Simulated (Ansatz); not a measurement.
## Variants of one calculation on Rb2TlInCl6 (P1, 10 atoms in the cell)

```
CELL_PARAMETERS angstrom
      0.00000     5.58870     5.58870
      5.58870     0.00000     5.58870
      5.58870     5.58870     0.00000
ATOMIC_POSITIONS crystal
  Rb 0.75122 0.74769 0.74889
  Rb 0.25032 0.24507 0.25122
  Tl 0.50212 0.50011 0.50167
  In 0.00031 0.00166 0.99753
  Cl 0.76997 0.23103 0.23084
  Cl 0.22586 0.77158 0.76930
  Cl 0.22701 0.76925 0.23045
  Cl 0.77260 0.22990 0.77286
  Cl 0.23093 0.23322 0.76778
  Cl 0.76966 0.77048 0.22947
```

Base run A: HSE06, default PAW files made with PBE (Ansatz, a first-principles code), self-consistent single point.

Its settings: basis.ecutwfc = 420 eV; kpoints.mp_grid.grid = 2 2 2; hamiltonian.xc = hse06; hamiltonian.pseudopotentials = {kind: paw} (the program's default PAW files); scf.occupations.method = fixed.

The starting cell comes from a database of computed structures (which also holds hypothetical and non-ambient phases and stackings), without a prior relaxation at this level. Its atoms were displaced at random from the sites of space group no. 225. Spin-orbit coupling is off. Ansatz's pressure includes its estimate of the finite-basis (Pulay) stress.

ΔF is the free energy per atom less that of run A. A dash stands where there is no value to compare (another energy zero or no entropy term, no result, no spin, no clean gap, or a mesh too coarse for one). Absolute energies have different zeros for different potentials, functionals, Hubbard and dispersion terms and are not compared across them.

Runs D sample the zone with one or two k-points, far too few for so small a cell.

Run A gave: pressure (GPa) -0.77; largest force (eV/Å) 0.522; gap on the mesh (eV) 3.122; k-points 8.

Runs:
- B: hamiltonian.xc: hse06 → pbesol [PBEsol]
- C: hamiltonian.xc: hse06 → pbe0 [PBE0]
- D: kpoints.mp_grid.grid: 2 2 2 → 1 1 1
- E: kpoints.mp_grid.shift: default → 0.5 0.5 0.5
- F: scf.convergence.dr2_threshold: default (1e-07 eV) → 0.001 eV
- G: scf.exx.singularity: default → none
- H: scf.mixing.algorithm: default (the program chose MSR1) → anderson; scf.mixing.ndim: default → 2
- I: scf.mixing.algorithm: default (the program chose MSR1) → broyden; scf.mixing.beta: default → 0.05

### Question
What does run D change against A?

### Answer
The free energy rises by 68.0 meV/atom, the pressure goes from -0.77 to 0.55 GPa, the largest force goes from 0.522 to 0.268 eV/Å and the gap on the mesh goes from 3.122 to 6.193 eV.

| run | ΔF (meV/atom) | pressure (GPa) | largest force (eV/Å) | gap on the mesh (eV) | k-points |
|---|---|---|---|---|---|
| A | 0.00 | -0.77 | 0.522 | 3.122 | 8 |
| B | – | -1.46 | 0.391 | 2.141 | 8 |
| C | – | -0.81 | 0.535 | 3.816 | 8 |
| D | 68.0 | 0.55 | 0.268 | 6.193 | 1 |
| E | -3.9 | -0.82 | 0.490 | 3.909 | 4 |
| F | 0.00 | -0.77 | 0.522 | 3.122 | 8 |
| G | – | -0.77 | 0.522 | 3.122 | 8 |
| H | 0.00 | -0.77 | 0.522 | 3.122 | 8 |
| I | 0.00 | -0.77 | 0.522 | 3.122 | 8 |

Keys are those of Ansatz 0.2.
